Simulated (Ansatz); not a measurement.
MnP-type NiSi (0 0 1) on zinc-blende GaAs (1 1 1) (film strained to the substrate, started from cuts of the bulks and a machine-learned relaxation; slabs As20Ga20 and Ni32Si24, which can lie off the formulas)

A periodic stack without vacuum, MnP-type NiSi (0 0 1) on zinc-blende GaAs (1 1 1) (film strained to the substrate, started from cuts of the bulks and a machine-learned relaxation; slabs As20Ga20 and Ni32Si24, which can lie off the formulas): substrate slab As20Ga20, film Ni32Si24, surface cells [[-3, 2], [-1, -1]] and [[2, 1], [0, 2]], film strained by -1.9 and +4.6 %, outermost planes As/Ga and Ni/Ni as cut, which need not be the usual terminations and can put a slab off its formula.

The start was prepared with a machine-learned potential, and the result is one local minimum, with the in-plane cell held and forces under 0.04 eV/Å; the film can end far from its bulk form.

These are PBE (plane waves to 420 eV, PAW; Ansatz, a first-principles code) values and carry that method's errors. Scalar-relativistic, without spin–orbit coupling; the runs are not spin-polarised; PBE gaps are too small against experiment. Its k-point mesh 3×4×1, Fermi–Dirac width 0.05 eV.

The interface area comes out as 71.5 Å². The period is 23.10 Å, the heights between the nearest atoms of the two slabs at the two interfaces is 0.78 and 0.76 Å and the As–Ni contacts across the interfaces within 1.22 times the sum of covalent radii comes out as 20, mean 2.49 Å. The Ga–Ni contacts across the interfaces within 1.22 times the sum of covalent radii is 20, mean 2.49 Å and the As–Si contacts across the interfaces within 1.22 times the sum of covalent radii comes out as 3, mean 2.58 Å. The Ga–Si contacts across the interfaces within 1.22 times the sum of covalent radii comes out as 3, mean 2.66 Å.

```xyz
96
Lattice="10.7475 -0.0031 -0.1994 2.3013 6.6456 -0.2598 -1.6073 -4.1477 23.2826" Properties=species:S:1:pos:R:3 pbc="T T T"
As    10.7185     5.5400    -0.2020
As     4.0733     0.4703     0.0633
As     7.4561     3.0555     0.3531
As     3.4161     4.4368     0.1552
As    -0.1847     1.9084     0.3205
As     9.6415     3.7346     3.4659
As     5.7738     5.0295     3.3429
As     6.5068     0.9571     3.4635
As     2.6468     2.3414     3.4988
As    -0.4057    -0.3138     3.6790
As     8.8969     1.5656     6.8254
As     5.0639     2.9093     6.7402
As     8.1132     5.5512     6.6395
As     1.9526     0.2427     6.8536
As     1.2181     4.2439     6.9270
As     8.1353    -0.5257    10.3333
As     4.3149     0.7802     9.9301
As     7.4438     3.4563    10.1154
As     3.6111     4.8063    10.0872
As     0.5553     2.0823    10.3736
Ga     0.2892     1.9051     2.8063
Ga     7.3408     3.1826     2.8298
Ga    10.3734     5.8431     2.3196
Ga     4.1701     0.5730     2.5847
Ga     3.4338     4.5349     2.6755
Ga    -0.3773    -0.2361     6.1719
Ga     6.5869     1.0780     5.9806
Ga     9.6734     3.7603     5.9413
Ga     5.8034     5.1011     5.8347
Ga     2.7113     2.4537     6.0148
Ga     1.2624     4.2958     9.4533
Ga     8.2238     5.6005     9.1118
Ga     8.9293     1.6129     9.3558
Ga     5.1295     3.0223     9.2435
Ga     1.9514     0.3318     9.3165
Ga     1.6261     1.8421    12.7355
Ga     7.8782     3.4068    12.6288
Ga     7.2031    -0.0725    12.6926
Ga     4.1078     0.9779    12.3284
Ga     3.4001     4.9713    12.5834
Ni     5.4053     0.7045    16.9486
Ni     4.2139    -2.6083    16.9274
Ni    11.3457     2.3612    16.6410
Ni    10.1900    -0.9713    16.7543
Ni     2.9547     1.5409    16.2626
Ni     1.8351    -1.8392    16.2758
Ni     8.9621     3.2044    16.0405
Ni     7.7473    -0.1664    16.2620
Ni     2.5396    -0.1220    14.0758
Ni     3.5973     2.9307    13.9394
Ni     8.4486     1.5166    14.0783
Ni     7.2158    -1.9976    14.1838
Ni    10.7322     0.3780    13.4936
Ni     9.7123    -2.5640    13.5797
Ni     5.9931     2.0669    13.4900
Ni     4.9300    -0.9602    13.6110
Si     4.5477     0.9278    14.8328
Si     3.3118    -2.3931    14.5304
Si    10.4906     2.5830    14.3465
Si     9.0991    -0.6755    14.5693
Si     2.1751     1.8902    18.4633
Si     1.0276    -1.4789    18.5467
Si     5.8349    -3.0919    18.4609
Si     7.0428     0.1927    18.4811
Si     3.3034    -0.4396    17.4506
Si     4.4852     2.9179    17.3843
Si     9.2652     1.2573    17.2298
Si     8.1626    -2.1031    17.4791
Si     0.9750     0.3376    15.7336
Si    -0.2021    -3.0063    15.8416
Si     6.8845     2.0138    15.6360
Si     5.7184    -1.3201    15.7543
Ni     5.6023     0.8596    22.2516
Ni     4.3589    -2.5026    22.4249
Ni    11.3380     2.2170    22.2176
Ni    10.3499    -0.5828    22.3338
Ni     3.0603     1.6595    21.8141
Ni     1.8937    -1.6574    21.9470
Ni     6.8081    -3.2141    21.9866
Ni     7.7927    -0.5254    22.1965
Ni     2.5894    -0.1042    19.6635
Ni     1.3859    -3.3902    19.8888
Ni     8.5330     1.6790    19.4577
Ni     7.3702    -1.8031    19.6960
Ni    10.8517     0.7132    18.7437
Ni     9.7517    -2.5665    19.0812
Ni     6.0975     2.3918    18.9066
Ni     4.9409    -0.9261    18.9686
Si     4.6214     1.1008    20.1961
Si     3.4577    -2.2491    20.3362
Si    10.5831     2.7160    20.0516
Si     9.2789    -0.4961    20.2320
Si     0.9564     0.4576    21.0409
Si    -0.1366    -2.8336    21.5954
Si     7.0995     2.1473    21.1675
Si     5.7305    -1.1710    21.1294
```
